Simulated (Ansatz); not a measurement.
## Several settings converged on CuAgO₂ (Cm, 4 atoms in the cell)

```
CuAgO2
1.0
    3.29558    -1.41972     0.00000
    3.29558     1.41972     0.00000
   -2.38086     0.00000     5.55598
Cu Ag O
1 1 2
Direct
  0.50325   0.50325   0.50900
  0.00000   0.00000   0.00000
  0.87545   0.87545   0.28377
  0.12455   0.12455   0.71623
```

Base method: PBEsol, default PAW files made with PBE (plane waves; Ansatz, a program for electronic structure).

Base settings: basis.ecutwfc = 420 eV; kpoints.mp_grid.grid = 11 11 5; hamiltonian.xc = pbesol; hamiltonian.pseudopotentials = {kind: paw} (the program's default PAW files); scf.occupations.method = gaussian; scf.occupations.width = 0.1 eV.

**The width of Fermi-Dirac smearing**

In this ladder: kpoints.mp_grid.grid = 18 18 8; scf.occupations.method = fermi_dirac.

Narrow widths need finer meshes than wide ones, so the last steps can hold mesh noise.

Only quantities that move along the ladder and can be compared are tabulated; pressure and forces are left out, as mesh noise rules them at narrow widths.

```tsv
scf.occupations.width	free energy less the last step's (meV/atom)	energy extrapolated to zero width less the last step's (meV/atom)
1 eV	-737.24	-0.77
0.5 eV	-175.96	10.39
0.3 eV	-58.45	3.47
0.2 eV	-24.04	1.16
0.1 eV	-4.59	0.10
0.05 eV	0.00	0.00
```

Widest scf.occupations.width that holds the free energy within 5 meV/atom: not settled: the last two steps still differ by 4.6 meV/atom, over half the tolerance, so the ladder does not show it.

Widest scf.occupations.width that holds the energy extrapolated to zero width within 1 meV/atom of the last step, with all finer ones: 0.1 eV; the step before is off by 1.2 meV/atom.

The extrapolation to zero width removes most of the smearing's effect on the energy.

**The width of Methfessel-Paxton smearing**

In this ladder: kpoints.mp_grid.grid = 18 18 8; scf.occupations.method = methfessel_paxton.

Narrow widths need finer meshes than wide ones, so the last steps can hold mesh noise.

Only quantities that move along the ladder and can be compared are tabulated; pressure and forces are left out, as mesh noise rules them at narrow widths.

```tsv
scf.occupations.width	free energy less the last step's (meV/atom)
1 eV	10.90
0.5 eV	1.70
0.3 eV	0.32
0.2 eV	0.00
0.1 eV	-0.01
0.05 eV	0.00
```

Widest scf.occupations.width that holds the free energy within 1 meV/atom of the last step, with all finer ones: 0.3 eV; the step before is off by 1.7 meV/atom.

**The mesh under tetrahedron occupations**

In this ladder: scf.occupations.method = tetrahedron; scf.occupations.width = default.

Only quantities that move along the ladder and can be compared are tabulated.

| kpoints.mp_grid.grid | free energy less the last step's (meV/atom) | pressure (GPa) | largest difference of a force vector from the last step's (eV/Å) |
|---|---|---|---|
| 5 5 3 | 7.38 | -7.78 | 0.080 |
| 7 7 3 | -0.05 | -7.85 | 0.046 |
| 8 8 4 | -0.26 | -7.87 | 0.028 |
| 10 10 5 | 0.74 | -7.86 | 0.025 |
| 12 12 6 | -0.18 | -7.87 | 0.023 |
| 15 15 7 | 0.11 | -7.87 | 0.014 |
| 19 19 9 | -0.10 | -7.88 | 0.009 |
| 24 24 11 | -0.04 | -7.88 | 0.004 |
| 30 30 14 | 0.00 | -7.88 | 0.000 |

Coarsest kpoints.mp_grid.grid that holds the free energy within 1 meV/atom of the last step, with all finer ones: 7 7 3; the step before is off by 7.4 meV/atom.

Coarsest kpoints.mp_grid.grid that holds the pressure within 0.05 GPa of the last step, with all finer ones: 7 7 3; the step before is off by 0.10 GPa.

On the base run: the starting cell comes from a database of computed structures (which also holds hypothetical and non-ambient phases and stackings), without a prior relaxation at this level. Its lattice was rescaled by up to half a per cent. One atom was moved a little off its site on purpose. Spin polarisation is off, so a magnetic state, if there is one, cannot be reached. In the base run, with a pressure of about -8 GPa the cell is away from its equilibrium volume at this level. In the base run, forces exceed 1 eV/Å. Ansatz's pressure includes its estimate of the finite-basis (Pulay) stress. The run gives no clean gap (levels at the Fermi energy touch, overlap or are partly filled at this smearing), which alone does not show that the compound is a metal.

Left out of this page: 4 runs of the series outside the window shown, repeating another row's setting, or not comparable.

Keys are those of Ansatz 0.2.
